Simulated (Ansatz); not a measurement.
**ceria (0 0 1) on monoclinic HfO2 (1 0 0) (film strained to the substrate, faces as cut)**

A periodic stack without vacuum, ceria (0 0 1) on monoclinic HfO2 (1 0 0) (film strained to the substrate, faces as cut): substrate slab O20Hf8, film Ce12O20, surface cells [[0, 1], [-1, 0]] and [[0, -1], [2, 1]], film strained by -4.6 and -2.1 %, faces O/O and Ce/Ce as cut (like faces can put a slab off its formula).

The start was prepared with a machine-learned potential, and the result is one local minimum, with the in-plane cell held and forces under 0.04 eV/Å; the film can end far from its bulk form.

Calculation: PBE (plane waves to 420 eV, PAW; Ansatz, a first-principles code). No spin–orbit coupling; the runs are not spin-polarised; PBE gaps are too small against experiment; cerium has no Hubbard term. Its k-point mesh 4×5×1, Fermi–Dirac width 0.05 eV.

- interface area: 27.9 Å²
- period: 26.95 Å
- gaps between the outermost planes at the two interfaces: 1.14 and 1.17 Å
- Ce–O contacts across the interfaces within 1.22 times the sum of covalent radii: 16, mean 2.38 Å
- Ce–Hf contacts across the interfaces within 1.22 times the sum of covalent radii: 16, mean 3.86 Å

```
CELL_PARAMETERS angstrom
      5.35274    -0.00025    -0.08072
      0.00003     5.21198     0.07890
      2.21338     2.19681    26.95147
ATOMIC_POSITIONS crystal
  O  0.58497 0.68064 0.04116
  O  0.72424 0.16020 0.02569
  O  0.22419 0.29971 0.02571
  O  0.08497 0.76391 0.04117
  Hf 0.29528 0.48927 0.08535
  Hf 0.76973 0.36551 0.17162
  Hf 0.26969 0.94864 0.17160
  Hf 0.79528 0.91113 0.08534
  O  0.25095 0.69746 0.23546
  O  0.57540 0.06434 0.21197
  O  0.07543 0.20944 0.21194
  O  0.75091 0.55277 0.23548
  O  0.51806 0.18853 0.12040
  O  0.54267 0.67779 0.13723
  O  0.04265 0.67075 0.13723
  O  0.01804 0.17681 0.12042
  Hf 0.05652 0.39720 0.27580
  Hf 0.53294 0.27180 0.36153
  Hf 0.03296 0.85229 0.36152
  Hf 0.55657 0.81266 0.27582
  O  0.93554 0.60621 0.42261
  O  0.30797 0.99410 0.40510
  O  0.80796 0.08634 0.40510
  O  0.43557 0.45672 0.42261
  O  0.29396 0.09921 0.30977
  O  0.30061 0.57850 0.32733
  O  0.80062 0.57987 0.32731
  O  0.79396 0.07673 0.30976
  Ce 0.03798 0.70854 0.56837
  Ce 0.53797 0.20869 0.56837
  Ce 0.58116 0.75582 0.46492
  Ce 0.08114 0.26489 0.46492
  Ce 0.96735 0.60474 0.77539
  Ce 0.46735 0.10551 0.77539
  Ce 0.50269 0.65653 0.67189
  Ce 0.00268 0.15719 0.67189
  Ce 0.90397 0.49690 0.98234
  Ce 0.40397 0.00651 0.98235
  Ce 0.43207 0.55355 0.87891
  Ce 0.93206 0.05324 0.87890
  O  0.31155 0.98757 0.51472
  O  0.80177 0.47873 0.51847
  O  0.81156 0.98331 0.51472
  O  0.30178 0.48840 0.51847
  O  0.23503 0.88093 0.72365
  O  0.73498 0.38093 0.72368
  O  0.73504 0.88102 0.72365
  O  0.23499 0.38100 0.72368
  O  0.77030 0.93296 0.61966
  O  0.27034 0.43236 0.62061
  O  0.27030 0.93296 0.61967
  O  0.77034 0.43262 0.62062
  O  0.16922 0.77448 0.93241
  O  0.66122 0.28257 0.92904
  O  0.66926 0.77883 0.93240
  O  0.16119 0.27412 0.92905
  O  0.69925 0.82893 0.82761
  O  0.20005 0.32954 0.82675
  O  0.19927 0.82911 0.82762
  O  0.70005 0.32938 0.82675
```
